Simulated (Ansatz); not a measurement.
The starting structures come from a database of crystals and need not be the phases stable at ambient conditions.

 Where the default PAW files enter, the runs use the earlier of Ansatz's two default sets.

Evanescent states of KRb₂ScF₆ (I4/m, not sure to be the ambient phase, 10 atoms a cell, 17.9 Å³ an atom) along the normal of (110)

These are r2SCAN (plane waves, PAW; Ansatz, an electronic-structure program) values and carry that method's errors.

No gap correction and no spin-orbit coupling; mid-gap values are interpolated between computed energies.

Energies count from the valence-band top; κ is the least over a 6×6 mesh across the current.

| E (eV) | κ (1/Å) | where |
|---|---|---|
| 0.17 | 0.281 | Γ |
| 0.51 | 0.360 | Γ |
| 0.85 | 0.410 | Γ |
| 1.19 | 0.446 | Γ |
| 1.53 | 0.473 | Γ |
| 1.87 | 0.494 | Γ |
| 2.21 | 0.510 | Γ |
| 2.55 | 0.521 | Γ |
| 2.89 | 0.529 | Γ |
| 3.23 | 0.533 | Γ |
| 3.57 | 0.533 | Γ |
| 3.91 | 0.530 | Γ |
| 4.25 | 0.523 | Γ |
| 4.59 | 0.513 | Γ |
| 4.93 | 0.498 | Γ |
| 5.27 | 0.478 | Γ |
| 5.61 | 0.454 | Γ |
| 5.95 | 0.424 | Γ |
| 6.29 | 0.387 | Γ |
| 6.63 | 0.342 | Γ |
| 6.97 | 0.283 | Γ |
| 7.31 | 0.200 | Γ |

Task: How thick must the barrier be to attenuate the transmission by 10^4 when the electrodes' Fermi level lies at 4.25 eV, and what attenuation does that film give at 6.97 eV?

Result: d = 4 ln 10 / (2 × 0.523) = 8.8 Å. At 6.97 eV it gives 4 × 0.283/0.523 = 2.2 decades.
